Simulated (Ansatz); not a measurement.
System: LaN (model structure, started from the zincblende type, F-43m, No. 216, 2 atoms in the cell). Method: HSE06 in Ansatz (plane waves, PAW).

Settings: plane-wave cutoff 520 eV, 8×8×8 k mesh, scalar-relativistic PAW data made under PBE.

Computed at the level's own relaxed cell.

Hill averages of the elastic tensor: K = 92.5 GPa, G = 21.6 GPa. Volume 21.855 Å³/atom, mean atomic mass 76.456 u.

Problem. Work out the density, the sound velocities of a polycrystal and the elastic Debye temperature at this level.

Solution. ρ = 1.66054 × 76.456/21.855 = 5.809 g/cm³. v_l = √[(K + 4G/3)/ρ] = 4.570 km/s and v_t = √(G/ρ) = 1.928 km/s. The mean follows from 3/v_m³ = 1/v_l³ + 2/v_t³: v_m = 2.180 km/s. Θ_D = (ħ/k_B) v_m (6π²/V)^(1/3) = 76.38 K Å s/km × 2.180 × 1.3941 Å⁻¹ = 232 K, counting all atoms of the cell.

Note: the relaxation could raise the start's symmetry but not lower it, so the cell can be a saddle point.

A model structure was made by putting elements into a prototype or built by hand; it is no filed structure, need not be a known phase, and can be a saddle point held by its symmetry.

Ansatz is an electronic-structure program.
